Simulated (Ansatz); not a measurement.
```
CELL_PARAMETERS angstrom
      3.95344     0.00000     0.00000
      0.00000     3.95344     0.00000
      1.97672    -1.97672     2.87016
ATOMIC_POSITIONS crystal
  Ge 0.00000 0.00000 0.00000
  Ge 0.75000 0.75000 0.50000
```

No spin polarisation.

Level of theory: PBEsol/PAW in Ansatz (a first-principles code), no spin-orbit coupling. Γ-centred 14×14×14 mesh, Fermi–Dirac width 0.05 eV.

Problem. What is the computed pressure (mean of the normal stresses, compression positive)?

Solution. 1.3 GPa.

Problem. Estimate the band gap.

Solution. Zero.

Problem. Predict the space group.

Solution. I4_1/amd (No. 141).

The cells carry an imposed strain or load. No phonon test of stability was made. The cell was made from Ge in the diamond structure (space group Fd-3m, No. 227) by this change: biaxial strain −1.50 %, plane normal [001], relaxed out of plane. A zero or small gap of Ge can be the functional's error rather than a property of the material.
